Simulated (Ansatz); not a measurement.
**WSi2 under a change: Si → Mg**

Consider WSi₂ (space group P6_222, No. 180; a = 4.5758 Å, c = 6.6034 Å; a cell from a computed database, its experimental status unchecked).

Now apply this change: every Si is replaced by Mg; the structure is relaxed again.

Level of theory: PBEsol, PAW, 420 eV (Ansatz, an electronic-structure program; scalar-relativistic without spin-orbit coupling). Γ-centred 11×11×7 mesh, Fermi–Dirac width 0.05 eV, for the changed cell.

| quantity | base | changed | shift |
|---|---|---|---|
| volume per atom | 13.30 Å³ | 17.74 Å³ | +4.44 Å³ |
| lattice parameter a | 457.6 pm | 502.6 pm | +45.0 pm |
| c/a ratio | 1.443 | 1.452 | +0.009 |
| space group | P6_222 (No. 180) | P6_222 (No. 180) | – |
| shortest interatomic distance | 255.5 pm | 282.8 pm | +27.21 pm |
| band gap | zero | zero | – |

Spin-orbit coupling, missing from the scalar runs, can matter with W. No phonon test of stability was made. As relaxed here, Mg2W is a hypothetical phase, not in the database extracts checked. The final runs are not spin-polarised. Mg2W has a high density of states at the Fermi level and may be magnetic at this level. A zero or small gap of WSi2 can be the functional's error rather than a property of the material.
